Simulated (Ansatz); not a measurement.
## Li at 420 K

System: Li (bcc), cell Li54, started from the crystal [in the run: it stayed crystalline; mean temperature 413 K (target 420 K); density 0.53 g/cm³, volume +3 % from the start crystal's].

The numbers are results of r2SCAN (plane waves, PAW; Ansatz, a program for electronic structure), not measurements.

```
Item                                                                Value
-----------------  ------------------------------------------------------
number of atoms                                                        54
time step                                   1.5 fs; target pressure 0 GPa
sampled time       1.5 ps (NVE); in preparation the cell's shape was held
plane-wave cutoff                                                  500 eV
k-points                                2x2x2 mesh shifted by half a step
Fermi-Dirac width                                                0.086 eV
spin                                not polarised; no spin-orbit coupling
```

```json
{
 "mean_temperature": "413 ± 1 K",
 "mean_pressure": "0.22 ± 0.01 GPa",
 "volume_per_atom": "21.9 Å³",
 "density": "0.53 g/cm³",
 "first peak of g(r)": "3.03 Å, height 3.0",
 "first minimum of g(r)": "near 4.2 Å",
 "coordination of Li (bonds up to Li-Li 4.22 Å)": "13.86 (14-fold 66 %, 13-fold 22 %, 15-fold 10 %)",
 "Li-Li-Li angle": "mean 96°, spread 35°, most frequent near 56°",
 "mean vibrational (phonon) frequency": "6.3 THz",
 "list of vibrational (phonon) peaks (above a quarter of the tallest; of peaks within two resolution widths the taller alone)": "4.1, 7.9 THz (resolution 1.3 THz)"
}
```

Preparation at the same level, by Langevin dynamics: warm 0.06 ps at 420 K; settle 0.35 ps at 420 K, volume free; hold 0.09 ps at 420 K. A crystal that survives a few picoseconds in a small periodic cell needn't be the stable phase at this temperature. Nuclei are classical, so zero-point motion is missing. On the run's last frame a denser k-mesh moved the forces by 0.009 eV/Å rms, the static pressure by -0.02 GPa and the free energy by -11 meV/atom, which is about how far such values are converged. Warnings of the run: stress scf threshold loose, symmetry auto disabled.

The cell is small and the run short, so the averages carry size and sampling errors.
